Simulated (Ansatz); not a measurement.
**Defect calculation: S on the Cu site (S_Cu) in fcc Cu**

All values below come from PBE, PAW (plane waves to 420 eV; Ansatz, an electronic-structure program). Details: 32-site cell; 6×6×6 shifted k-points; start: the Cu site; no Hubbard U; energies good to tenths of an eV; the relaxation kept the symmetry of the starting site.

Neighbours after relaxation, in Å: of the S atom: Cu 2.59, Cu 2.59, Cu 2.59, Cu 2.59, Cu 2.59, Cu 2.59, Cu 2.59, Cu 2.59 (the shell may go on).

Formation energies E_f are those of the neutral cell. Chemical conditions: impurity bounded by its compound with the host (Δμ(Cu) = 0.00 eV, Δμ(S) = -0.41 eV, bounded by CuS (Cmcm); only phases computed here count, gases as isolated molecules at 0 K). Reference phases: Cu: fcc Cu, S: S8 molecule in a box.

```csv
charge,moment (μB),point group,largest move off a lattice site (Å),"E_f, impurity bounded by its compound with the host (eV)"
0,not spin-polarised,Oh,0.03,1.10
```

Point groups are those of the whole cell at tolerances of 0.03 and 0.1 Å ("near" where only the looser one holds); none is given for unsettled states.

All states together cost very roughly 10 core-minutes.
